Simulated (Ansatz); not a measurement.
The parent structure is Mo2C (space group Pbcn, No. 60; a = 4.705 Å, b = 6.010 Å, c = 5.176 Å).

Level of theory: PBEsol, PAW, 420 eV (Ansatz, a quantum-chemistry and plane-wave program; no spin-orbit coupling).

Base values:

| Property | Value |
|---|---|
| Band gap | zero |

Now apply this change: an isotropic linear strain of +4.72 %, atoms relaxed at fixed cell.

Q: What happens to the energy relative to the base?

A: The energy grows by 0.202 eV/atom.

Q: Estimate the effect on the band gap.

A: The band gap remains zero.

Whether these cells are dynamically stable was not tested. The final runs are not spin-polarised.
